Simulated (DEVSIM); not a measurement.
System: GaAs n-i-p diode, at 300 K.

```
layer (left to right)  material  thickness (μm)  Nd (cm⁻³)  Na (cm⁻³)  τn (s)  τp (s)
---------------------  --------  --------------  ---------  ---------  ------  ------
1                          GaAs            8.50     1.2e17          -  1.2e-8  1.2e-8
2                          GaAs           0.220          -     6.3e11  1.2e-8  1.2e-8
3                          GaAs            2.10          -     4.5e17  1.2e-8  1.2e-8
```

Left contact: ohmic. Right contact: ohmic. Voltage is applied to the left contact. Recombination: SRH at mid-gap, Auger. Mobility is μmin + (μ − μmin)/(1 + (N/Nref)^α).

This is a model device: material constants are rounded textbook-type values typed into the input, and sizes, dopings and lifetimes were drawn at random. Values at 300 K.

| parameter | GaAs |
|---|---|
| gap (eV) | 1.424 |
| affinity (eV) | 4.07 |
| permittivity | 12.9 |
| Nc (cm⁻³) | 4.7e17 |
| Nv (cm⁻³) | 9e18 |
| μn (cm²/Vs) | 8500 |
| μp (cm²/Vs) | 400 |
| μn,min | 500 |
| μp,min | 20 |
| Nref,n | 6e16 |
| Nref,p | 1.5e17 |
| αn | 0.39 |
| αp | 0.38 |
| Cn (cm⁶/s) | 1e-30 |
| Cp (cm⁶/s) | 1e-30 |

Simulated with DEVSIM: 1D drift-diffusion, Boltzmann statistics, complete ionisation; no tunnelling, impact ionisation, image-force lowering or self-heating.

Task: Tabulate band edges, carrier densities and field at 5.0 V on the left contact.

Result: Energies count from the Fermi level of the right contact; mesh points crowd at the junctions.

| x (μm) | Ec (eV) | Ev (eV) | n (cm⁻³) | p (cm⁻³) | field (V/cm) |
|---|---|---|---|---|---|
| 0.000 | -4.965 | -6.389 | 1.2e17 | < 1e2 | ≈ 0 |
| 0.03980 | -4.965 | -6.389 | 1.2e17 | < 1e2 | ≈ 0 |
| 0.1385 | -4.965 | -6.389 | 1.2e17 | < 1e2 | ≈ 0 |
| 0.4066 | -4.965 | -6.389 | 1.2e17 | < 1e2 | ≈ 0 |
| 1.492 | -4.965 | -6.389 | 1.2e17 | < 1e2 | ≈ 0 |
| 3.991 | -4.965 | -6.389 | 1.2e17 | < 1e2 | ≈ 0 |
| 6.702 | -4.965 | -6.389 | 1.2e17 | < 1e2 | ≈ 0 |
| 8.027 | -4.965 | -6.389 | 1.2e17 | < 1e2 | ≈ 0 |
| 8.329 | -4.964 | -6.388 | 1.2e17 | < 1e2 | 340 |
| 8.450 | -4.465 | -5.889 | 4.8e8 | < 1e2 | 130000 |
| 8.495 | -3.730 | -5.154 | < 1e2 | < 1e2 | 200000 |
| 8.542 | -2.749 | -4.173 | < 1e2 | < 1e2 | 210000 |
| 8.619 | -1.143 | -2.567 | < 1e2 | < 1e2 | 210000 |
| 8.689 | 0.335 | -1.089 | < 1e2 | < 1e2 | 210000 |
| 8.731 | 1.165 | -0.259 | < 1e2 | 4.0e14 | 140000 |
| 8.787 | 1.347 | -0.078 | < 1e2 | 4.5e17 | 140 |
| 8.925 | 1.347 | -0.077 | < 1e2 | 4.5e17 | ≈ 0 |
| 9.292 | 1.347 | -0.077 | < 1e2 | 4.5e17 | ≈ 0 |
| 10.28 | 1.347 | -0.077 | < 1e2 | 4.5e17 | ≈ 0 |
| 10.63 | 1.347 | -0.077 | < 1e2 | 4.5e17 | ≈ 0 |
| 10.76 | 1.347 | -0.077 | < 1e2 | 4.5e17 | ≈ 0 |
| 10.82 | 1.347 | -0.077 | < 1e2 | 4.5e17 | ≈ 0 |
